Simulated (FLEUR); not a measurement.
A user runs FLEUR on FeSi (P-6m2, 2 atoms in the cell) and asks whether the run is sound. The aim is a self-consistent single point with DFT, PBE, all-electron FLAPW (FLEUR), scalar-relativistic valence.

Cell that was meant: a = 3.1908 Å, b = 3.1908 Å, c = 3.1140 Å, α = 90.00°, β = 90.00°, γ = 120.00°.

Part of the input:

```xml
1.0 1.0 1.0

2
26 0.0000001667 -0.0000001667 0.0000000000
14 0.6666668333 0.3333331667 0.5000000000

&comp jspins=1 /
&kpt div1=8 div2=8 div3=7 gamma=t /
&end /
# inp.xml
[...]
      <scfLoop itmax="80" minDistance="0.00001" maxIterBroyd="40" imix="Anderson" alpha="0.05" precondParam="0.0" spinf="2.0"/>
      <coreElectrons ctail="T" frcor="F" kcrel="0" coretail_lmax="0"/>
      <xcFunctional name="pbe" relativisticCorrections="F"/>
      <magnetism jspins="1"/>
      <soc l_soc="F" theta="0.0" phi="0.0" spav="F"/>
      <expertModes spex="0" secvar="F"/>
      <geometryOptimization l_f="T" forcealpha="1.0" forcemix="BFGS" epsdisp="0.00001" epsforce="0.00001"/>
[...]
      </bulkLattice>
   </cell>
   <atomSpecies>
      <species name="Iron (Fe)" element="Fe" atomicNumber="26">
         <mtSphere radius="2.52" gridPoints="889" logIncrement="0.014"/>
         <atomicCutoffs lmax="10" lnonsphr="8"/>
         <electronConfig flipSpins="F">
            <coreConfig>(1s1/2) (2s1/2) (2p1/2) (2p3/2)</coreConfig>
            <valenceConfig>(3s1/2) (3p1/2) (3p3/2) (4s1/2) (3d3/2) (3d5/2)</valenceConfig>
            <stateOccupation state="(3d3/2)" spinUp="1.2" spinDown="1.2"/>
            <stateOccupation state="(3d5/2)" spinUp="1.8" spinDown="1.8"/>
         </electronConfig>
         <energyParameters s="4" p="4" d="3" f="4"/>
         <lo type="SCLO" l="0" n="3" eDeriv="0"/>
[...]
         <electronConfig flipSpins="F">
            <coreConfig>(1s1/2) (2s1/2) (2p1/2) (2p3/2)</coreConfig>
            <valenceConfig>(3s1/2) (3p1/2) (3p3/2)</valenceConfig>
            <stateOccupation state="(3p1/2)" spinUp="0.3333333333333" spinDown="0.3333333333333"/>
            <stateOccupation state="(3p3/2)" spinUp="0.6666666666667" spinDown="0.6666666666667"/>
         </electronConfig>
         <energyParameters s="3" p="3" d="3" f="4"/>
      </species>
   </atomSpecies>
```

Output (repeated stretches shortened):

```
      Welcome to FLEUR        (www.flapw.de)
      MaX-Release 8.1          (www.max-centre.eu)

 ========== k-point set info ==========
 Selected k-point list: default-1
 k-point list type: mesh
 8 x 8 x 7
 Number of k points: 40

 ------------Calculation Setup---------------------------
           1           2           4           5           8          10          20          40
 Number of basis functions:          211
 Iteration:     1   Distance:      16.26453799 me/bohr^3
 Iteration:     2   Distance:      11.97987868 me/bohr^3
 Iteration:     3   Distance:       9.25125931 me/bohr^3
 Iteration:     4   Distance:       3.03508041 me/bohr^3
 Iteration:     5   Distance:       2.28651998 me/bohr^3
   [... 9 lines left out ...]
 Iteration:    15   Distance:       0.00004447 me/bohr^3
 Iteration:    16   Distance:       0.00015645 me/bohr^3
 Iteration:    17   Distance:       0.00001287 me/bohr^3
 Iteration:    18   Distance:       0.00000140 me/bohr^3
 Run finished successfully
 Stop message:
   Structural relaxation: Done

[file out, last iteration]
             iter=     19
[...]
          total density-effective poten   -2.4735525183E+03
          total charge density-energy d   -7.6794384923E+01
 Updated energy parameters for spin:           1
[...]
 fermi energy and band-weighting factors:

[...]
FERMIE:
          first approx. to ef    (T=0)  :   0.327558 htr   (energy of the highest occ. eigenvalue)
          number of occ. states  (T=0)  :        403
          first approx. to seigv (T=0)  : -12.853782 htr
          sum of weights of occ. states :  10.008929
          sum of semicore charge        :   0.000000 e
FERHIS:  Fermi-Energy by histogram:
          bandgap                     :   0.000863 htr
   [... lines left out ...]
          charge neutrality (T=0)     :   0.017857    (zero if the highest occ. eigenvalue is "entirely" occupied)
     EF_NEWTON:  Adjust Fermi-Energy by Newton-Method.
 Direct bandgap for spin            1 :    1.4447641716656134E-003  Htr
 ---->    free energy=                     -1562.8468959502 htr
   [... lines left out ...]
 ---->    total electron energy=           -1562.8452466786 htr
 ***** TOTAL FORCES ON ATOMS *****
 TOTAL FORCE FOR ATOM TYPE=  1  X=  0.000   Y=  0.000   Z=  0.000
                       FX_TOT= 0.000000 FY_TOT= 0.000000 FZ_TOT= 0.000000
 TOTAL FORCE FOR ATOM TYPE=  2  X= -3.015   Y=  1.741   Z=  2.942
                       FX_TOT= 0.000000 FY_TOT= 0.000000 FZ_TOT= 0.000000
 Structural relaxation: Done
```

FLEUR gives forces in its relaxation mode, with a further iteration, so its stop message speaks of a relaxation.

Task: Is this run sound? If not, what is wrong?

Result: The run is not sound. The fault is no spin polarisation for a cell with magnetic atoms. A run without spin cannot form moments, so any exchange energy of the magnetic state is missed. To fix it, switch spin polarisation on and give starting moments. The run converged in 18 iterations without an error; against the sound input the free energy rises by 74.0 meV/atom and the net moment of 0.64 μB/atom is absent without spin.

An input that runs soundly differs in these lines (not the only fix; some lines may just follow from the change or write a value another way):
```diff
-26 0.0000001667 -0.0000001667 0.0000000000
-14 0.6666668333 0.3333331667 0.5000000000
+26 0.0000001667 -0.0000001667 0.0000000000 : 4.00
+14 0.6666668333 0.3333331667 0.5000000000 : 0.00
-&comp jspins=1 /
+&comp jspins=2 /
-      <magnetism jspins="1"/>
+      <magnetism jspins="2"/>
-      <species name="Iron (Fe)" element="Fe" atomicNumber="26">
+      <species name="Iron (Fe) 4.000" element="Fe" atomicNumber="26">
-            <stateOccupation state="(3d3/2)" spinUp="1.2" spinDown="1.2"/>
-            <stateOccupation state="(3d5/2)" spinUp="1.8" spinDown="1.8"/>
+            <stateOccupation state="(3d3/2)" spinUp="2.0" spinDown="0.4"/>
+            <stateOccupation state="(3d5/2)" spinUp="3.0" spinDown="0.6"/>
-            <stateOccupation state="(3p1/2)" spinUp="0.3333333333333" spinDown="0.3333333333333"/>
-            <stateOccupation state="(3p3/2)" spinUp="0.6666666666667" spinDown="0.6666666666667"/>
+            <stateOccupation state="(3p1/2)" spinUp="0.3333333333" spinDown="0.3333333333"/>
+            <stateOccupation state="(3p3/2)" spinUp="0.6666666667" spinDown="0.6666666667"/>
-      <atomGroup species="Iron (Fe)">
+      <atomGroup species="Iron (Fe) 4.000">
```

With that input, the run converged in 24 iterations: free energy E − TS -42527.3785 eV; Fermi level (on the code's own zero) 8.87 eV; size of the cell's spin moment 1.28 μB; site moments (μB, in the program's spheres or projections) Fe 1.44, Si -0.03 (DFT, PBE, all-electron FLAPW (FLEUR), scalar-relativistic valence).

On the sound input: the starting cell was generated: these elements placed on a structure prototype, without a prior relaxation; it need not be a known phase or ordering of this composition. Its lattice was rescaled by a random factor within 2.5 % of one. With one magnetic atom in the cell only a parallel order is possible. Values depend on the basis (sphere radii, cutoffs, local orbitals), which need not be converged. The log's line on a gap gives a spacing of levels on this mesh, which the program prints for metals too.
